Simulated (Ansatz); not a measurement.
# Cu2Sb (P4/nmm, No. 129)

The numbers are results of r²SCAN-D4 (PAW; Ansatz, a first-principles code), not measurements.

Numerical settings: plane-wave cutoff 500 eV, 10×10×8 k mesh (along the axes of the cell as run), Fermi–Dirac smearing 0.05 eV, no spin polarisation, scalar-relativistic PAW data made under PBE.

Cell (relaxed at this level):

```
CELL_PARAMETERS angstrom
      3.97598     0.00000     0.00000
      0.00000     3.97598     0.00000
      0.00000     0.00000     6.03715
ATOMIC_POSITIONS crystal
  Cu 0.00000 0.00000 0.00000
  Cu 0.50000 0.50000 0.00000
  Cu 0.50000 0.00000 0.26616
  Cu 0.00000 0.50000 0.73384
  Sb 0.50000 0.00000 0.70111
  Sb 0.00000 0.50000 0.29889
```

For Cu2Sb (P4/nmm, No. 129), the band gap is none.

Spin–orbit coupling is not included.

The computed numbers hold no vibrational or temperature effects.

It cost about 5 core-minutes (a rough figure) of CPU time.
